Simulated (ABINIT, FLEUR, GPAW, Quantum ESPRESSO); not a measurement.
# Bulk modulus against equilibrium volume of CuAu-type CuAu (space group 123) over programs and functionals

Each row is a third-order Birch-Murnaghan fit to seven to nine volumes of CuAu-type CuAu (space group 123) in one program and functional, each with its own basis, cutoff and mesh; V0 is in Å^3/atom and B0 in GPa. Along one equation of state d ln B/d ln V = -B', so if levels differed mainly by where they put the minimum, ln B0 would fall on a line in ln V0 with a slope near -B0'.

```csv
"program, functional, potentials",ln V0,ln B0,V0 (Å^3/atom),B0 (GPa)
"ABINIT, LDA, PseudoDojo",2.622,5.264,13.76,193.2
"FLEUR, LDA, all-electron",2.622,5.259,13.77,192.2
"Quantum ESPRESSO, LDA, GBRV",2.624,5.256,13.79,191.7
"GPAW, LDA, PAW",2.640,5.235,14.01,187.8
"ABINIT, PBEsol, PseudoDojo",2.652,5.154,14.19,173.1
"Quantum ESPRESSO, PBEsol, GBRV",2.654,5.146,14.22,171.7
"GPAW, PBEsol, PAW",2.671,?,14.45,?
"Quantum ESPRESSO, PBE, GBRV",2.709,4.950,15.01,141.2
"FLEUR, PBE, all-electron",2.709,4.943,15.01,140.2
"Quantum ESPRESSO, PBE, PSlibrary PAW",2.712,4.948,15.06,140.8
"GPAW, PBE, PAW",2.722,4.929,15.21,138.3
```

Q: Fit ln B0 against ln V0 with a straight line, and predict the withheld value at ln V0 = 2.671.

A: With u = ln V0 - 2.67, the rows have u = -0.04800, -0.04800, -0.04600, -0.03000, -0.01800, -0.01600, 0.03900, 0.03900, 0.04200, 0.05200. Means: u -0.0034000, ln B0 5.1084. About the means, the sum of products is -0.055401 and the sum of squares of u is 0.015598; the slope is their ratio. Least squares gives ln B0 = 5.0963 - 3.552·u. Residuals (row less fit): -0.0028, -0.0078, -0.0037, 0.0321, -0.0062, -0.0071, -0.0078, -0.0148, 0.0009, 0.0174; standard error 0.0149 (degrees of freedom: 8). The slope is -3.6; the rows' own B0' run from 5.4 to 5.6, so the line is flatter than -B0': at one and the same volume the levels with the larger V0 are the stiffer ones. At the withheld row, u = 0.00100, so ln B0 = 5.0963 - 3.552 × 0.00100 = 5.0927. The calculation gives 5.121, 0.0283 above the prediction (8.4 % of the range of ln B0 in the table). The row lies between fitted rows. From the scatter of the fitted rows alone, a prediction at this place has a standard error of 0.0157, so the miss is 1.8 times that.

The shape of the cell and the inner coordinates aren't relaxed, so V0 and B0 belong to this uniform scaling; a relaxed crystal lies no higher in energy and is usually softer. The runs keep the symmetry of the cell, so they don't test it for distortions. FLEUR's values depend on its sphere radii, cutoffs and local orbitals, which need not be converged. Spin polarisation is off, and so is spin-orbit coupling; occupations are Fermi-Dirac, smeared by 0.05 eV in metals and 0.01 eV otherwise. Left out as too noisy or not bracketing the minimum: 1 further scan. Cutoffs and mesh are single choices, not tested for convergence of this quantity. No row is a reference.
